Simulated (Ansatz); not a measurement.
The parent structure is OsO₂ in the CdI2 type structure (space group P-3m1, No. 164; a = 2.7688 Å, c = 5.1007 Å; a hypothetical phase, not in the database extracts checked; layered, stacked along the Cartesian z axis; relaxed with 0.1 eV smearing). Axes: x lies along a and z along c of the hexagonal cell.

Method: PBE-D3(BJ) (Ansatz, a program for electronic structure; PAW; 420 eV plane waves; scalar-relativistic without spin-orbit coupling).

Now apply this change: compressive biaxial strain of 0.71 % in the plane normal to [001], as in epitaxy on a mismatched substrate; the out-of-plane cell vector and the atoms relax.

**Question.** What happens to the out-of-plane strain?

**Answer.** The out-of-plane strain is +0.74 %.

**Question.** What does the calculation give for the in-plane stress after the change?

**Answer.** The mean in-plane stress (compression positive) comes out as +2.4 GPa.

Stability against distortions was not tested. No Hubbard U is applied, and correlation can decide whether such a compound is a metal. All final runs are without spin polarisation.
